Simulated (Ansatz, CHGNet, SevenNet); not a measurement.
**GaP (model structure, started from the WC type, P-6m2, No. 187, 2 atoms in the cell): properties by level of theory**

| level (code) | equilibrium lattice constant a (Å) | c axis length (Å) |
|---|---|---|
| CHGNet 0.3.0 | 3.619 | … |
| CHGNet-r²SCAN | … | 2.918 |
| SevenNet-l3i5 | … | … |
| PBE (Ansatz) | 3.630 | 3.138 |
| PBEsol (Ansatz) | … | 3.139 |

Question: What belongs in the gaps?

Answer: 
- CHGNet 0.3.0, c axis length (Å): 3.201
- CHGNet-r²SCAN, equilibrium lattice constant a (Å): 3.823
- SevenNet-l3i5, equilibrium lattice constant a (Å): 3.518
- SevenNet-l3i5, c axis length (Å): 3.223
- PBEsol (Ansatz, a program for electronic structure), equilibrium lattice constant a (Å): 3.539

Caveats: the cell has another shape than the first-principles one, perhaps another minimum in the same group (CHGNet-r²SCAN). Ansatz's density-functional and Hartree–Fock values are scalar-relativistic unless marked +SOC, with PAW data made under PBE.

Computed values are for the static lattice.

A model structure was made by putting elements into a prototype or built by hand; it is no filed structure, need not be a known phase, and can be a saddle point held by its symmetry.
